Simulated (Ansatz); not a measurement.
System: CsCl-type ErPd (cell taken from a computed entry). Method: LDA (plane waves, PAW; Ansatz, a first-principles code).

Settings: plane-wave cutoff 500 eV, 16×16×16 k mesh, Fermi–Dirac smearing 0.1 eV, spin-polarised start, scalar-relativistic PAW data made under PBE.

Computed at the level's own relaxed cell.

### Question
What does this level give for the equilibrium volume per atom and equilibrium lattice constant a?

### Answer

- equilibrium volume per atom = 19.54 Å³/atom
- equilibrium lattice constant a = 3.394 Å

The run finds no gap.

Note: the magnetic order was assumed, not searched for or taken from measurement; the relaxation could not lower the start's symmetry, so the cell can be a saddle point above a distorted one; the 4f shell is treated without U or exact exchange, so its levels and filling can be wrong.

Spin–orbit coupling is not included.

Computed values are for the static lattice.
